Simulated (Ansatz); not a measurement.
Sr3AsN (Pm-3m), PBEsol with spin-orbit coupling, rigid bands (Ansatz, an electronic-structure program). Condition of this run: spin-orbit coupling switched on. Band gap 0.36 eV, N_c = 1.05e19 cm⁻³ and N_v = 1.23e19 cm⁻³ at 300 K, conductivity masses of 0.344 mₑ (electrons) and 0.452 mₑ (holes). Take k_BT = 0.02585 eV.

What built-in voltage has an abrupt junction with N_A = 1e17 and N_D = 1e17 cm⁻³, all dopants ionised?

V_bi = E_g/e − (k_BT/e) ln(N_c N_v/(N_A N_D)) = 0.36 − 0.02585 × 9.47 = 0.12 V, for the computed gap.

What thermal injection velocity √(2k_BT/πm) limits a ballistic channel?

9.17e6 cm/s for electrons and 8.00e6 cm/s for holes, a ratio of √(m_h/m_e) = 1.15, for dilute carriers.

Find the intrinsic carrier density and the intrinsic Fermi level.

n_i = √(N_c N_v) exp(−E_g/2k_BT) = 1.14e19 × exp(−6.96) = 1.1e16 cm⁻³. The level lies (k_BT/2) ln(N_v/N_c) = 2 meV from mid-gap (positive towards the conduction band). Each 0.1 eV added to the gap lowers n_i by a factor of 6.9.

Rigid bands with the computed gap; masses take one relaxation time for all states.

Computed structure with no diffraction record at hand here (it may be known, metastable or hypothetical): Sr3AsN (Pm-3m).
